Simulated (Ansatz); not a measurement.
# SnSe2, pressure series

The parent structure is SnSe₂ in the CdI2 type structure (space group P-3m1, No. 164; a = 3.8403 Å, c = 6.0057 Å; layered, stacked along the Cartesian z axis).

Cell and atoms are relaxed at each pressure.

Levels (all Ansatz, an electronic-structure program, PAW): PBE-D3(BJ) (420 eV, no SOC); r2SCAN+rVV10 (500 eV, scalar-relativistic without spin-orbit coupling).

The base cell above is that of PBE-D3(BJ); each level relaxes its own structures.

| case | lattice parameter a, PBE-D3(BJ) | lattice parameter a, r2SCAN+rVV10 |
|---|---|---|
| pressure 0.9 GPa | 3.827 Å | 3.812 Å |
| pressure 2.1 GPa | 3.812 Å | 3.795 Å |
| pressure 4.5 GPa | 3.786 Å | 3.765 Å |
| pressure 9 GPa | 3.740 Å | 3.716 Å |
| pressure 15 GPa | 3.676 Å | 3.663 Å |
| pressure 22.5 GPa | 3.603 Å | 3.602 Å |
| pressure 30 GPa | 3.528 Å | 3.547 Å |

The two levels differ by at most about 0.024 Å. They put the cases in the same order.

A case with no gap was solved on a k-mesh chosen for an insulator, which is coarse for it. Load acts through the strain it causes; cell and atoms are relaxed under it. No phonon test of stability was made. Competing high-pressure phases were not computed. All final runs are without spin polarisation.
